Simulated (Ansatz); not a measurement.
We consider L1₂ (Cu3Au-type) Ni3Al, described by PBE in Ansatz (plane waves, PAW).

Numerical settings: plane-wave cutoff 500 eV, 16×16×16 k mesh, Fermi–Dirac smearing 0.1 eV, spin-polarised with parallel moments, scalar-relativistic PAW data made under PBE.

Computed at the level's own relaxed cell.

Q: Give the computed volume per atom and equilibrium lattice constant a.

A: 
volume per atom: 11.35 Å³/atom
equilibrium lattice constant a: 3.567 Å

Measured, for comparison: equilibrium volume per atom 11.39 Å³/atom, lattice constant a 3.572 Å (temperature not stated, no zero-point or thermal correction; as tabulated in Tensorial elastic properties and stability of interface states associated with …). Computed (rounded) less measured: equilibrium volume per atom -0.4 %, lattice constant a -0.1 %. A static lattice is as a rule a little smaller and stiffer than an uncorrected measurement, which narrows the difference in the equilibrium volume per atom and would widen misses of the other sign.

Cost on a shared machine: about 3 core-minutes (a rough figure).

Ansatz is a first-principles code.
